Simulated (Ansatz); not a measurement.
The reference is AlN in the wurtzite structure (space group P6_3mc, No. 186).

```xyz
4
Lattice="3.1138 0.0000 0.0000 -1.5569 2.6966 0.0000 0.0000 0.0000 4.9833" Properties=species:S:1:pos:R:3 pbc="T T T"
Al     0.0000     1.7978     4.9833
Al     1.5569     0.8989     2.4917
N      0.0000     1.7978     1.9037
N      1.5569     0.8989     4.3953
```

Cartesian axes are those of the cell as printed.

Level of theory: PBEsol, PAW, 420 eV (Ansatz, a quantum-chemistry and plane-wave program; spin-orbit coupling left out).

Strains are applied to the cell and any free atomic positions relax; under biaxial strain the out-of-plane vector relaxes too.

One change was made to it. Results:

```csv
quantity,base,after
gap character,direct at Γ,direct at Γ
volume per atom,10.46 Å³,10.10 Å³
"valence-band top at Γ (three highest levels, from the VBM)","0.00, -0.22, -0.22 eV","0.00, 0.00, -0.13 eV"
```

Question: Which change produced these results?
A) biaxial strain −3.00 %, plane normal [001], relaxed out of plane
B) biaxial strain −1.20 %, plane normal [001], relaxed out of plane
C) biaxial strain −2.40 %, plane normal [001], relaxed out of plane

Answer: C, biaxial strain −2.40 %, plane normal [001], relaxed out of plane. For comparison, the valence-band top at Γ in the other runs: biaxial strain −3.00 %, plane normal [001], relaxed out of plane gives 0.00, 0.00, -0.23 eV; biaxial strain −1.20 %, plane normal [001], relaxed out of plane gives 0.00, -0.06, -0.06 eV.

No phonon test of stability was made.
